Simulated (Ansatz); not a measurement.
K3GaF6 (Fm-3m, No. 225, 10 atoms in the cell; start COD 2108655; high-temperature phase) was calculated with PBEsol (Ansatz, a quantum-chemistry and plane-wave program, plane waves, PAW).

Settings: plane-wave cutoff 520 eV, 8×8×8 k mesh, Fermi–Dirac smearing 0.01 eV, scalar-relativistic PAW data made under PBE.

Cell (relaxed at this level):

```xyz
10
Lattice="0.0000 4.3553 4.3553 4.3553 0.0000 4.3553 4.3553 4.3553 0.0000" Properties=species:S:1:pos:R:3 pbc="T T T"
Ga     4.3553     4.3553     4.3553
K      0.0000     0.0000     0.0000
K      6.5330     6.5330     6.5330
K      2.1777     2.1777     2.1777
F      4.3553     4.3553     6.2538
F      4.3553     4.3553     2.4568
F      4.3553     6.2538     4.3553
F      4.3553     2.4568     4.3553
F      6.2538     4.3553     4.3553
F      2.4568     4.3553     4.3553
```

Question: Give the computed band gap.

Answer: 
band gap: 5.99 eV (direct)

Note: held by symmetry at 0 K, a high-temperature phase can be a saddle point.

Spin–orbit coupling is not included.

Computed values are for the static lattice.

Computing time: very roughly 30 core-seconds.
